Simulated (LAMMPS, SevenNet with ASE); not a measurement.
W (bcc) at 300 K and zero pressure, started from the crystal, with several potentials, in cells of their own sizes.

Interatomic potentials used:
- EAM-type W_zhou.eam.alloy: classical MD, pair style eam/alloy, file W_zhou.eam.alloy (LAMMPS); Zhou et al, Acta Mater, 49, 4005 (2001)
- MEAM WL.meam: classical MD, pair style meam, file WL.meam (LAMMPS); Lee, Baskes, Kim, Cho. Phys. Rev. B, 64, 184102 (2001)
- MEAM library.meam-W: classical MD, pair style meam, file library.meam (library.meam-W) (LAMMPS); Baskes, Phys Rev B, 46, 2727-2742 (1992)
- SNAP W_2940_2017_2.snap: MD with a machine-learned potential, pair style snap, file W_2940_2017_2.snap (LAMMPS); Wood, M. A. and Thompson, A. P. "Quantum-Accurate Molecular Dynamics Potential for Tungsten" arXiv:1702.07042 [physics.comp-ph]
- SevenNet-0: machine-learned potential SevenNet-0 (11 Jul 2024), trained on MPtrj (PBE and PBE+U) (SevenNet with ASE)

| potential | state | volume | first peak of g(r) | coordination number | mean phonon frequency |
|---|---|---|---|---|---|
| EAM-type W_zhou.eam.alloy | crystal; no diffusion seen in 30 ps | 15.9061 ± 0.0001 Å³/atom | 2.74 Å, height 10.0 | 8.0 (counted to 2.98 Å) | 4.8 THz |
| MEAM WL.meam | crystal; no diffusion seen in 30 ps | 15.8941 ± 0.0001 Å³/atom | 2.74 Å, height 9.7 | 8.0 (counted to 2.98 Å) | 4.6 THz |
| MEAM library.meam-W | crystal; no diffusion seen in 30 ps | 15.9346 ± 0.0001 Å³/atom | 2.74 Å, height 9.0 | 8.0 (counted to 2.98 Å) | 4.2 THz |
| SevenNet-0 | crystal; no diffusion seen in 20 ps | 16.3663 ± 0.0003 Å³/atom | 2.77 Å, height 6.7 | 8.3 (counted to 3.02 Å) | 3.1 THz |
| SNAP W_2940_2017_2.snap | crystal; no diffusion seen in 9.0 ps | 16.1675 ± 0.0004 Å³/atom | 2.75 Å, height 9.1 | 8.0 (counted to 2.98 Å) | - |

Caution: the potential MEAM library.meam-W is a first-neighbour MEAM set with a 4 Å cutoff, used here without a parameter file and away from the static properties it was fitted to.

Caution (row SevenNet-0): the cell's angles are held, and a cubic cell stays cubic.

States go by the mean squared displacement: a species diffuses where it passes 1.5 Å², still rises and gives D over 1e-6 cm²/s; a crystal has left its structure where atoms lie 0.35 Å off their sites on average or a cubic box changes its shape by 3 %, or the axial ratios of another lie 8 % off the starting cell's, which the potential's own relaxation can also do.

Uncertainties are statistical and leave out the potential's own error.
